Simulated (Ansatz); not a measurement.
# CdSe (model structure, started from the h-BN type, P6₃/mmc, No. 194, 4 atoms in the cell): properties by level of theory

```json
[
 {"level (code)": "PBE (Ansatz)", "equilibrium lattice constant a (Å)": "?", "c axis length (Å)": "?", "formation enthalpy (eV/atom)": "?"},
 {"level (code)": "PBEsol (Ansatz)", "equilibrium lattice constant a (Å)": "?", "c axis length (Å)": "5.910", "formation enthalpy (eV/atom)": "?"},
 {"level (code)": "PBE-D3(BJ) (Ansatz)", "equilibrium lattice constant a (Å)": "?", "c axis length (Å)": "5.963", "formation enthalpy (eV/atom)": "?"}
]
```

Fill in the missing entries.


- PBE (Ansatz, an electronic-structure program), equilibrium lattice constant a (Å): 4.640
- PBE (Ansatz), c axis length (Å): 6.076
- PBE (Ansatz), formation enthalpy (eV/atom): -0.527
- PBEsol (Ansatz), equilibrium lattice constant a (Å): 4.571
- PBEsol (Ansatz), formation enthalpy (eV/atom): -0.477
- PBE-D3(BJ) (Ansatz), equilibrium lattice constant a (Å): 4.589
- PBE-D3(BJ) (Ansatz), formation enthalpy (eV/atom): -0.467

Ansatz's density-functional and Hartree–Fock values are scalar-relativistic unless marked +SOC, with PAW data made under PBE.

A model structure was made by putting elements into a prototype or built by hand; it is no filed structure, need not be a known phase, and can be a saddle point held by its symmetry.
